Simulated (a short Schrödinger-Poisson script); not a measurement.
# MOS inversion layer, SiO2 on p-type Si(100)

Stack: MOS inversion layer, SiO2 on p-type Si(100), at 300 K.

| layer | material | thickness (nm) | Na (cm⁻³) |
|---|---|---|---|
| 1 | SiO2 | 1.7 | - |
| 2 | Si | 570 | 5.6e17 |

Constants are typed, rounded textbook-type inputs, not results; the design itself was drawn at random and stands for no fabricated device. SiO2: permittivity 3.9, conduction-band edge (eV) 3.15, gap (eV) 9, electron mass (mₑ) 0.5. Si: permittivity 11.7, conduction-band edge (eV) 0, gap (eV) 1.124, Nv at 300 K (cm⁻³) 3.1e19.

Channel valleys (confinement mass, in-plane density-of-states mass, number): Δ2 0.916, 0.19, 2; Δ4 0.19, 0.417, 4. At the gate the conduction-band edge of layer 1 lies 3.42 eV − eVg above the Fermi level of the channel; the field vanishes at the back. Gaps are held at their typed values at every temperature. Mesh 0.03 nm at interfaces.

From a short Schrödinger-Poisson script (our own, NumPy): 1D Poisson equation in equilibrium, electrons quantum, Hartree (BenDaniel-Duke, 12 states a valley, the channel's in-plane mass for all, wave functions ending at the dielectric), parabolic valleys, classical holes, full ionisation, no traps, pinning or gate leakage.

```csv
Vg (V),electrons (cm⁻²),C (μF/cm²),Δ2 E0 (meV),Δ2 E1 (meV),Δ4 E0 (meV),Δ4 E1 (meV)
0.2,1.28e7,0.223,339.4,402.4,397.5,500.1
0.25,6.61e7,0.217,296.6,360.9,355.9,460.9
0.3,3.43e8,0.213,253.6,319.2,314.1,421.4
0.35,1.79e9,0.215,210.5,277.4,272.2,381.7
0.4,9.18e9,0.244,167.8,235.9,230.6,342.2
0.45,4.35e10,0.376,127.1,196.5,191.1,304.8
0.5,1.58e11,0.680,93.1,164.0,158.6,274.0
0.55,3.89e11,0.988,68.9,141.4,136.1,253.0
0.6,7.12e11,1.19,52.2,126.6,121.3,239.5
0.65,1.09e12,1.30,40.0,116.3,111.1,230.4
0.7,1.50e12,1.38,30.4,108.7,103.6,223.9
0.75,1.93e12,1.43,22.4,102.7,97.7,219.0
0.8,2.38e12,1.47,15.6,97.9,93.0,215.1
0.85,2.84e12,1.50,9.6,93.8,89.0,211.9
0.9,3.31e12,1.52,4.2,90.2,85.6,209.2
0.95,3.79e12,1.54,-0.8,87.1,82.6,206.9
1,4.27e12,1.56,-5.4,84.4,79.9,204.9
1.05,4.76e12,1.57,-9.7,81.8,77.5,203.2
1.1,5.25e12,1.58,-13.8,79.5,75.3,201.6
1.15,5.74e12,1.60,-17.7,77.4,73.2,200.2
1.2,6.24e12,1.60,-21.5,75.4,71.3,198.9
```

Subbands count from the Fermi level.
